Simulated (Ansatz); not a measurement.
The reference is AlN in the wurtzite structure (space group P6_3mc, No. 186; a = 3.1138 Å, c = 4.9833 Å). Axes: x lies along a and z along c of the hexagonal cell.

Calculations: PBEsol/PAW in Ansatz (a first-principles code), no spin-orbit coupling.

Before the change:

```
Property                         Value
-----------------------------  -------
Width of the top valence band  2.41 eV
```

Now apply this change: compressive biaxial strain of 3.00 % in the plane normal to [001], as in epitaxy on a mismatched substrate; the out-of-plane cell vector and the atoms relax.

**Question.** How does this affect the electron mass?

**Answer.** The electron mass amounts to 0.28 mₑ out of plane, 0.33 mₑ in plane (at Γ).

**Question.** How does this affect the width of the top valence band?

**Answer.** The width of the top valence band stays essentially unchanged (2.41 eV against 2.43 eV).

**Question.** How does this affect the out-of-plane strain?

**Answer.** The out-of-plane strain comes out as +1.70 %.

The levels and masses belong to the bands next to the band gap. Masses are band curvatures over ±0.01 Å⁻¹ around the edge. No phonon test of stability was made.
